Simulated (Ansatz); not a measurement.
The reference is InSb in the zinc blende structure (space group F-43m, No. 216; a = 6.520 Å). Axes: x, y, z lie along the cube axes.

Calculations: PBEsol in Ansatz (plane waves to 420 eV, PAW, no spin-orbit coupling), earlier PAW set.

Base values:

```
Item       Result
--------  -------
Pressure  0.0 GPa
```

Now apply this change: biaxial strain −0.89 %, plane normal [111], relaxed out of plane (Cartesian); in-plane vectors clamped, the third vector and the atoms free.

### Question
What happens to the energy relative to the base?

### Answer
The energy grows by 1.5 meV/atom.

### Question
What happens to the pressure?

### Answer
The pressure (mean of the normal stresses, compression positive) goes from zero to 0.5 GPa.

Whether these cells are dynamically stable was not tested. All final runs are without spin polarisation.

Ansatz is a first-principles code.
